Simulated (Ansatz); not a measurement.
# Sensitivity of a calculation on SnSe2 (P-3m1, 3 atoms in the cell) to its settings

```
CELL_PARAMETERS angstrom
      3.78350     0.00000     0.00000
     -1.89175     3.27661     0.00000
      0.00000     0.00000     6.38729
ATOMIC_POSITIONS crystal
  Sn 0.00000 0.00000 0.00000
  Se 0.66667 0.33333 0.75710
  Se 0.33333 0.66667 0.24290
```

Base run A: HSE06 run with Ansatz (a program for electronic structure), self-consistent single point.

Its settings: basis.ecutwfc = 420 eV; kpoints.mp_grid.grid = 6 6 3; hamiltonian.xc = hse06; hamiltonian.pseudopotentials = {kind: paw}, with the files named one by one; scf.occupations.method = fixed.

The starting cell comes from a database of computed structures (which also holds hypothetical and non-ambient phases and stackings), without a prior relaxation at this level. Its lattice was rescaled by a random factor within 2.5 % of one. Ansatz's pressure includes its estimate of the finite-basis (Pulay) stress.

ΔF is the free energy per atom less that of run A. A dash stands where there is no value to compare (another energy zero or no entropy term, no result, no spin, no clean gap, or a mesh too coarse for one). Total energies depend on the potentials, the functional and any Hubbard or dispersion term, so they are compared only between runs that share all of them.

Runs:
- B: hamiltonian.xc: hse06 → pbe [PBE]
- C: hamiltonian.xc: hse06 → pbe0 [PBE0]
- D: scf.convergence.dr2_threshold: default (1e-07 eV) → 1e-10 eV
- E: scf.mixing.algorithm: default (the program chose MSR1) → broyden; scf.mixing.ndim: default → 20
- F: scf.mixing.algorithm: default (the program chose MSR1) → broyden; scf.mixing.beta: default → 0.02
- G: scf.self_checks: default → high

```tsv
run	ΔF (meV/atom)	pressure (GPa)	largest force (eV/Å)	gap on the mesh (eV)
A	0.00	2.49	0.216	1.462
B	–	5.22	0.666	0.798
C	–	2.35	0.198	2.122
D	0.00	2.49	0.215	1.462
E	0.00	2.49	0.216	1.462
F	0.00	2.49	0.215	1.462
G	0.00	2.49	0.216	1.462
```

Run D against A: The free energy is nearly the same (within 1 meV/atom), the pressure stays at 2.49 GPa, the largest force moves little (0.216 to 0.215 eV/Å) and the gap on the mesh stays at 1.462 eV.

Run B against A: The pressure goes from 2.49 to 5.22 GPa, the largest force goes from 0.216 to 0.666 eV/Å and the gap on the mesh goes from 1.462 to 0.798 eV.

Run C against A: The pressure goes from 2.49 to 2.35 GPa, the largest force goes from 0.216 to 0.198 eV/Å and the gap on the mesh goes from 1.462 to 2.122 eV.

Keys are those of Ansatz 0.2.
